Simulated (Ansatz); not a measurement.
## Parameter sweep on Sr₂LuNbO₆ (P2_1/c, 20 atoms in the cell)

```xyz
20
Lattice="5.8540 0.0000 0.0000 0.0000 5.8525 0.0000 -5.8331 0.0000 8.2829" Properties=species:S:1:pos:R:3 pbc="T T T"
Sr    -2.8941     2.7766     6.2347
Sr     2.9151     3.0760     2.0482
Sr    -0.0014     5.7028     6.1897
Sr     0.0224     0.1497     2.0933
Lu    -2.9165     0.0000     4.1415
Lu     0.0000     2.9263     0.0000
Nb     0.0105     2.9263     4.1415
Nb     2.9270     0.0000     0.0000
O     -1.1564     1.2864     4.4272
O      1.1774     4.5662     3.8557
O     -1.7392     4.2127     7.9972
O      1.7602     1.6399     0.2858
O     -1.2961     1.1916     7.9531
O      1.3171     4.6609     0.3298
O     -1.5994     4.1179     4.4713
O      1.6204     1.7346     3.8116
O     -3.3323     0.0823     6.2982
O      3.3533     5.7703     1.9848
O      0.4367     3.0086     6.1262
O     -0.4157     2.8440     2.1567
```

Base run A: Ansatz (a quantum-chemistry and plane-wave program) with PBEsol, default PAW files made with PBE, self-consistent single point.

Its settings: kpoints.mp_grid.grid = 3 3 2; hamiltonian.xc = pbesol; hamiltonian.pseudopotentials = {kind: paw} (the program's default PAW files); scf.occupations.method = gaussian; scf.occupations.width = 0.01 eV.

The starting cell comes from a database of computed structures (which also holds hypothetical and non-ambient phases and stackings), without a prior relaxation at this level. Spin-orbit coupling is off. In the base run, with a pressure of about -7 GPa the cell is away from its equilibrium volume at this level. Ansatz's pressure includes its estimate of the finite-basis (Pulay) stress.

ΔF is the free energy per atom less that of run A. 

| run | kpoints.mp_grid.grid, kpoints.mp_grid.shift | ΔF (meV/atom) | pressure (GPa) | largest force (eV/Å) | gap on the mesh (eV) | k-points |
|---|---|---|---|---|---|---|
| A | 3 3 2, default | 0.00 | -6.98 | 0.673 | 3.004 | 8 |
| B | 2 2 1, 0.5 0.5 0.5 | -3.5 | -7.05 | 0.681 | 3.474 | 1 |
| C | 2 2 2, 0.5 0.5 0.5 | -2.2 | -7.03 | 0.674 | 3.212 | 2 |
| D | 3 2 2, 0.5 0.5 0.5 | -2.4 | -7.02 | 0.668 | 3.275 | 3 |
| E | 3 3 2, 0.5 0.5 0.5 | -0.37 | -6.99 | 0.671 | 3.199 | 6 |
| F | 3 3 2, 0 0 0.5 | 0.05 | -6.98 | 0.673 | 3.130 | 6 |

Run D against A: The free energy falls by 2.4 meV/atom, the pressure hardly changes (-6.98 to -7.02 GPa), the largest force moves little (0.673 to 0.668 eV/Å) and the gap on the mesh goes from 3.004 to 3.275 eV.

Run B against A: The free energy falls by 3.5 meV/atom, the pressure moves little (-6.98 to -7.05 GPa), the largest force hardly changes (0.673 to 0.681 eV/Å) and the gap on the mesh goes from 3.004 to 3.474 eV.

Run F against A: The free energy stays essentially unchanged (within 1 meV/atom), the pressure stays at -6.98 GPa, the largest force stays at 0.673 eV/Å and the gap on the mesh goes from 3.004 to 3.130 eV.

Keys are those of Ansatz 0.2.
